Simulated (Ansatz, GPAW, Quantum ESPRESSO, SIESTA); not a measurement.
# One structure in several programs: NaMgNiO2 (R3m, 5 atoms in the cell)

Self-consistent single point, at a second geometry (lattice scaled by 0.98). First geometry:

```
NaMgNiO2
1.0
    1.56379     0.90285     7.86718
   -1.56379     0.90285     7.86718
    0.00000    -1.80571     7.86718
Na Mg Ni O
1 1 1 2
Cartesian
  0.00000   0.00000  11.08257
  0.00000   0.00000  21.41516
  0.00000   0.00000   0.79530
  0.00000   0.00000   4.92769
  0.00000   0.00000  17.41116
```
Moments meant for the start (each program seeds them in its own way; μB, in the order of the atoms Na Mg Ni O O): 0.0 0.0 2.0 0.0 0.0.

Shared settings, as Ansatz (an electronic-structure program) writes them: kpoints.mp_grid.grid = 6 6 6; scf.occupations.method = fermi_dirac; scf.occupations.width = 0.1 eV. Potentials and cutoffs stand in the table.

```
code                                                                                                                                 model  ΔF from the first geometry (meV/atom)  pressure (GPa)  largest force (eV/Å)  size of the net moment (μB/atom)       cutoff
----------------  ------------------------------------------------------------------------------------------------------------------------  -------------------------------------  --------------  --------------------  --------------------------------  -----------
GPAW                                                                         LDA (Perdew-Wang 92), GPAW PAW datasets LDA (gpaw-data 1.0.1)                                  -36.2               –                 0.777                              0.22       900 eV
Quantum ESPRESSO                                                                       LDA (PZ), GBRV 1.5 ultrasoft (LDA) pseudopotentials                                  -36.6           -5.22                 0.892                              0.23        50 Ry
Ansatz                                                                                                 LDA (PW92), PAW files made with PBE                                  -39.4           -5.97                 0.880                              0.23       420 eV
SIESTA            LDA PW92, numerical atomic orbitals TZP, PseudoDojo LDA standard norm-conserving potentials (rewritten from UPF to PSML)                                  -54.7           -8.62                 0.792                              0.24  grid 350 Ry
```

Size of the force on each atom (eV/Å): Sizes of forces hide their directions.

```
code                Na1    Mg2    Ni3     O4     O5
----------------  -----  -----  -----  -----  -----
GPAW              0.117  0.505  0.488  0.110  0.777
Quantum ESPRESSO  0.121  0.496  0.611  0.094  0.892
Ansatz            0.142  0.464  0.653  0.095  0.880
SIESTA            0.061  0.662  0.548  0.357  0.792
```

A dash marks a value that a program does not give, or that is left out as unsure.

On Ansatz's run: with one magnetic atom in the cell only a parallel order is possible.

The spread over the programs that give each value: ΔF from the first geometry within 18.5 meV/atom; pressure within 3.40 GPa; largest force within 0.115 eV/Å; size of the net moment within 0.02 μB/atom.

SIESTA uses small atom-centred bases, whose incompleteness enters pressures, forces and empty levels differently from a plane-wave cutoff. Ansatz's pressure is given at a fixed set of plane waves, as the other plane-wave codes print theirs; with its correction for the finite basis it is -5.62 GPa (the shift of 0.35 GPa shows how far the cutoff is from converged). The pressure of GPAW is left out: its cutoff lies under the one at which its stress was checked. The same LDA comes in different parametrisations, which differ slightly. In the pressure, SIESTA (by 3.03) lies more than 1 GPa from the median of the plane-wave programs. In the force vectors, GPAW (by 0.123) and SIESTA (by 0.262) lie more than 0.08 eV/Å from the median of the plane-wave programs.

The shared mesh is coarse (it stands for a supercell whose shortest vector is 18 Å), so the values are not converged in it.

The starting cell comes from a database of computed structures (which also holds hypothetical and non-ambient phases and stackings), without a prior relaxation at this level. For this run, on top of that: lattice scaled by 0.98.

Keys are those of Ansatz 0.2.
